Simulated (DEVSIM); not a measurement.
Device: n-channel Si planar bulk MOSFET with HfO2, at 300 K.

| Quantity | Result |
|---|---|
| Gate length | 40 nm |
| Source drain length | 32 nm |
| Dielectric thickness | 5.8 nm |
| Lateral straggle | 2.6 nm |
| Underlap | 0 nm |
| Junction depth | 10.6 nm |
| Substrate depth | 144 nm |
| Gate work function | 4.17 eV |
| Source and drain doping | 7.5e19 cm⁻³, Gaussian tails under the gate |
| Body doping | 2e18 cm⁻³ |
| Lifetime | 6e-7 s |
| Supply | 1 V |
| Halo peak | 2.4e18 cm⁻³ |

All mobilities are scaled by 0.5; velocity saturation, μ/(1 + (μE/vsat)^b)^(1/b) with b = 2 for electrons and 1 for holes and E the electric field along each mesh edge, is on. Mobility is constant in doping.

Constants are typed, rounded textbook-type inputs, not results; the design itself was drawn at random and stands for no fabricated device. Values at 300 K.

Si: gap (eV) 1.124, affinity (eV) 4.05, permittivity 11.7, Nc (cm⁻³) 2.86e19, Nv (cm⁻³) 3.1e19, μn (cm²/Vs) 1417, μp (cm²/Vs) 470, vsat,n (cm/s) 1e7, vsat,p (cm/s) 8.4e6. HfO2: gap (eV) 5.7, affinity (eV) 2.5, permittivity 22.

Simulated with DEVSIM: 2D drift-diffusion, Boltzmann statistics, complete ionisation; no quantum confinement, tunnelling, impact ionisation, self-heating, contact resistance or fringe fields beside the gate. Metal contacts follow the ideal Schottky-Mott rule: no Fermi-level pinning, no interface dipoles.

Transfer curves, |Id| in μA/μm:

```tsv
Vg (V)	Vd = 0.05 V	Vd = 1 V
-0.3	2.386e-7	9.135e-7
-0.25	1.098e-6	4.310e-6
-0.2	5.176e-6	2.038e-5
-0.15	2.427e-5	9.660e-5
-0.1	0.0001140	0.0004581
-0.05	0.0005347	0.002170
0	0.002503	0.01025
0.05	0.01167	0.04808
0.1	0.05407	0.2228
0.15	0.2478	1.009
0.2	1.108	4.341
0.25	4.662	16.65
0.3	16.86	50.79
0.35	46.55	115.4
0.4	95.93	205.8
0.45	159.2	313.3
0.5	230.2	431.5
0.55	304.5	556.7
0.6	379.6	686.7
0.65	453.7	820.1
0.7	525.7	956.1
0.75	594.8	1094
0.8	660.6	1234
0.85	722.7	1375
0.9	781.2	1517
0.95	836.0	1660
1	887.2	1803
```

Work out the subthreshold swing at low drain bias from the rows at -0.25 and -0.2 V, and compare it with the thermal limit.

log10(5.176e-6/1.098e-6) = 0.673 over 50.0 mV, so S = 74.3 mV/decade. The limit kT/q ln 10 is 59.5 mV/decade; the ratio is 1.25. This is the steepest step of the table.

Find both thresholds at the constant current 0.1 μA × (1 μm/L) a micrometre, and the DIBL.

The current is 2.50 μA/μm. Interpolating ln Id gives 0.228 V and 0.181 V; their difference over the 0.95 V of drain bias is 50 mV/V.

Source and drain are degenerate, where Boltzmann statistics are only rough. The electric field that drives the saturation includes the junctions' built-in field, which lowers the mobility there even at small currents: subthreshold currents come out too low, a known weakness of this choice.
